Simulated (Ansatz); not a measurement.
```
CELL_PARAMETERS angstrom
     -0.00880     4.48079     4.47874
      4.46994     0.00000     4.46994
      4.47874     4.48079    -0.00880
ATOMIC_POSITIONS crystal
  Hf 0.00000 0.00000 0.00000
  Ta 0.00000 0.00000 0.50000
  Ta 0.00000 0.50000 0.00000
  Hf 0.00000 0.50000 0.50000
  Hf 0.50000 0.00000 0.00000
  Hf 0.50000 0.00000 0.50000
  Ta 0.50000 0.50000 0.00000
  Ta 0.50000 0.50000 0.50000
  N  0.24907 0.25093 0.24907
  N  0.25000 0.25144 0.75000
  N  0.25093 0.74907 0.25093
  N  0.25000 0.74767 0.75000
  N  0.75000 0.25233 0.25000
  N  0.74907 0.25093 0.74907
  N  0.75000 0.74856 0.25000
  N  0.75093 0.74907 0.75093
```

The mixing enthalpy is taken against the end members in the rock salt type (which need not be the stable form of TaN), relaxed in the same cell and mesh, with TaN held in the symmetric form, which may not be a minimum.

These are PBE (plane waves to 420 eV, PAW; Ansatz, an electronic-structure program) values and carry that method's errors. Spin–orbit coupling is left out; the runs are not spin-polarised. Its k-point mesh 5×5×5, Fermi–Dirac width 0.05 eV.

Give the composition and order of this alloy cell, and its volume, bond lengths and mixing enthalpy.

A 16-atom cell of (Hf,Ta)N started in the rock salt structure, site fractions Hf 0.500, Ta 0.500, short-range order -0.17 in the first shell of the mixed sites (0 is random, a negative value favours unlike neighbours), space group Imma at the end, an ordered arrangement that its symmetry holds.
The volume per atom is 11.24 Å³ and the Hf–N bonds is 2.244 Å on average, from 2.239 to 2.250 (24). The N–Ta bonds is 2.236 Å on average, from 2.229 to 2.240 (24) and the mixing enthalpy per site of the mixed sublattice comes out as -9 meV. The departure of the mean lattice parameter from Vegard's line is under 0.15 %, inside the noise of the relaxations.
